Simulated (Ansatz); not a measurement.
Effect of isotropic strain +5.16 % on VBiO4

Start from VBiO₄ (space group I4_1/a, No. 88; a = 5.166 Å, c = 11.779 Å).

Now apply this change: every lattice vector is stretched by 5.16 %, atoms relaxed at fixed cell.

All numbers come from Kohn–Sham DFT with the PBE functional, run in Ansatz (an electronic-structure program) with PAW and 420 eV plane waves, without spin-orbit coupling, earlier PAW set. Γ-centred 7×7×7 mesh, Fermi–Dirac width 0.05 eV.

* **Volume per atom**: 15.23 Å³ (base 13.10 Å³)
* **Space group**: I4_1/a (No. 88) (base I4_1/a (No. 88))
* **Shortest interatomic distance**: 1.762 Å (base 1.736 Å)
* **Energy relative to the base (free energy F)**: +101 meV/atom
* **Pressure (mean of the normal stresses, compression positive)**: -13.00 GPa (base 0.00 GPa)
* **Band gap**: 2.37 eV (base 2.26 eV)
* **Gap character**: direct at k = (0.143, -0.143, -0.286) in the run's primitive reciprocal basis (base indirect, Γ–X (71 % along) → N)
* **Width of the top valence band**: 0.31 eV (base 0.65 eV)
* **Largest internal atomic displacement**: 0.070 Å

With Bi present, leaving out spin-orbit coupling can change the band edges. Whether these cells are dynamically stable was not tested. Seeded moments were not kept for the base. All final runs are without spin polarisation.
